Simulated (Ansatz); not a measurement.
Consider AlN in the wurtzite structure (space group P6_3mc, No. 186).

```yaml
crystal:
  lattice:
    - [3.11381, 0.00000, 0.00000]
    - [-1.55691, 2.69664, 0.00000]
    - [0.00000, 0.00000, 4.98335]
  atoms:
    - { symbol: Al, position: [0.33333, 0.66667, 0.00000] }
    - { symbol: Al, position: [0.66667, 0.33333, 0.50000] }
    - { symbol: N, position: [0.33333, 0.66667, 0.38200] }
    - { symbol: N, position: [0.66667, 0.33333, 0.88200] }
```

The values are results of Ansatz (a quantum-chemistry and plane-wave program) PBEsol, without spin-orbit coupling, not measurements.

Strains are applied to the cell and any free atomic positions relax.

One change was made to it. Results:

The energy rises by 58 meV/atom; the band gap grows by 0.81 eV, from 4.09 eV to 4.90 eV; the pressure (mean of the normal stresses, compression positive) grows by 21.91 GPa to 21.92 GPa; the gap character is still direct at Γ.

What was done to the base?
A. isotropic strain −0.60 %
B. isotropic strain −1.80 %
C. isotropic strain −3.00 %

C, isotropic strain −3.00 %. For comparison, the band gap in the other runs: isotropic strain −1.80 % gives 4.57 eV; isotropic strain −0.60 % gives 4.25 eV.

No phonon test of stability was made.
